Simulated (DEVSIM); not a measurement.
Structure: Mo/SiO2/n-Si capacitor, at 300 K.

| layer (left to right) | material | thickness (nm) | Nd (cm⁻³) |
|---|---|---|---|
| 1 | SiO2 | 17.0 | - |
| 2 | Si | 1000 | 3.3e17 |

Metal gate on the left, work function 4.6 eV. Fixed charge at the semiconductor interface 1.7e11 cm⁻² (in units of +e); interface traps 3.4e10 cm⁻² eV⁻¹, uniform in energy, neutral level at 0.5 of the gap above the valence band.

The device is made up for the run: typed textbook-type constants, with dimensions and the other settings drawn at random. Values at 300 K.

| parameter | SiO2 | Si |
|---|---|---|
| gap (eV) | 9 | 1.124 |
| affinity (eV) | 0.9 | 4.05 |
| permittivity | 3.9 | 11.7 |
| Nc (cm⁻³) | - | 2.86e19 |
| Nv (cm⁻³) | - | 3.1e19 |

Model (solved in DEVSIM): 1D Poisson equation in equilibrium, Boltzmann statistics, complete ionisation; no quantum confinement or tunnelling. Metal contacts follow the ideal Schottky-Mott rule: no Fermi-level pinning, no interface dipoles.

Tabulate band edges, carrier densities and field at -1.0 V on the gate.

Energies count from the Fermi level of the right contact; mesh points crowd at the junctions.

```
x (μm)    Ec (eV)  Ev (eV)  n (cm⁻³)  p (cm⁻³)  field (V/cm)
--------  -------  -------  --------  --------  ------------
0.000       4.700   -4.300     < 1e2     < 1e2       -630000
0.001216    4.623   -4.377     < 1e2     < 1e2       -630000
0.003387    4.486   -4.514     < 1e2     < 1e2       -630000
0.007653    4.216   -4.784     < 1e2     < 1e2       -630000
0.01360     3.840   -5.160     < 1e2     < 1e2       -630000
0.01578     3.703   -5.297     < 1e2     < 1e2       -630000
0.01700     3.626   -5.374     < 1e2     < 1e2       -440000
0.01884     0.443   -0.681    1.0e12     1.1e8       -180000
0.02215     0.387   -0.737    8.9e12     1.3e7       -160000
0.02867     0.295   -0.829    3.2e14    360000       -130000
0.04285     0.168   -0.956    4.3e16      2700        -55000
0.08786     0.115   -1.008    3.3e17       350          -190
0.1624      0.115   -1.009    3.3e17       350           ≈ 0
0.3242      0.115   -1.009    3.3e17       350           ≈ 0
0.7060      0.115   -1.009    3.3e17       350           ≈ 0
0.8699      0.115   -1.009    3.3e17       350           ≈ 0
0.9453      0.115   -1.009    3.3e17       350           ≈ 0
0.9835      0.115   -1.009    3.3e17       350           ≈ 0
1.005       0.115   -1.009    3.3e17       350           ≈ 0
1.012       0.115   -1.009    3.3e17       350           ≈ 0
1.015       0.115   -1.009    3.3e17       350           ≈ 0
1.017       0.115   -1.009    3.3e17       350           ≈ 0
```
